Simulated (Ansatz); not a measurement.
**Fermi-surface data of TaC (Fm-3m)**

Input:

```
CELL_PARAMETERS angstrom
      0.00000     2.19947     2.19947
      2.19947     0.00000     2.19947
      2.19947     2.19947     0.00000
ATOMIC_POSITIONS crystal
  Ta 0.00000 0.00000 0.00000
  C  0.50000 0.50000 0.50000
```

Computed with PBEsol, rigid bands (plane waves, PAW, scalar-relativistic; Ansatz, an electronic-structure program). Condition of this run: hydrostatic pressure 10 GPa (the target of the relaxation). Geometry: cell and atoms relaxed with PBEsol, then loaded as said.

The density of states at the Fermi level is 0.599 states/(eV·cell), both spins and the bare Sommerfeld coefficient comes out as 0.71 mJ/(mol of atoms·K²). The drude plasma energy is 8.5 eV and the root-mean-square Fermi velocity is 9.9e5 m/s. The resistivity times τ comes out as 6.8 ×10⁻²² Ω·m·s.

A metal at this level (no band gap); rigid bands, thermally averaged at 300 K, both spins. Spin-orbit coupling is left out, which matters with elements this heavy. τ is one relaxation time for all states.
